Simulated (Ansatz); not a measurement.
Consider CdSe in the zinc blende structure (space group F-43m, No. 216; a = 6.133 Å). Axes: x, y, z lie along the cube axes.

Calculations: r2SCAN (Ansatz, a quantum-chemistry and plane-wave program, PAW, no spin-orbit coupling).

Strains are applied to the cell and any free atomic positions relax; under biaxial strain the out-of-plane vector relaxes too.

One change was made to it. Results:

The electron mass becomes 0.094 mₑ (at Γ) (base: 0.093 mₑ (at Γ)); the volume per atom shrinks by 0.26 Å³ (28.84 Å³ → 28.58 Å³).

Task: Name the change that was made.
(A) biaxial strain −2.50 %, plane normal [111], relaxed out of plane
(B) biaxial strain −1.67 %, plane normal [111], relaxed out of plane
(C) biaxial strain −1.25 %, plane normal [111], relaxed out of plane
(D) biaxial strain −0.42 %, plane normal [111], relaxed out of plane
(E) biaxial strain −0.83 %, plane normal [111], relaxed out of plane

Result: E, biaxial strain −0.83 %, plane normal [111], relaxed out of plane. For comparison, the volume per atom in the other runs: biaxial strain −1.67 %, plane normal [111], relaxed out of plane gives 28.31 Å³; biaxial strain −2.50 %, plane normal [111], relaxed out of plane gives 28.04 Å³; biaxial strain −0.42 %, plane normal [111], relaxed out of plane gives 28.71 Å³; biaxial strain −1.25 %, plane normal [111], relaxed out of plane gives 28.44 Å³.

The levels and masses belong to the bands next to the band gap. Effective masses come from finite differences of ±0.01 Å⁻¹. No phonon test of stability was made.
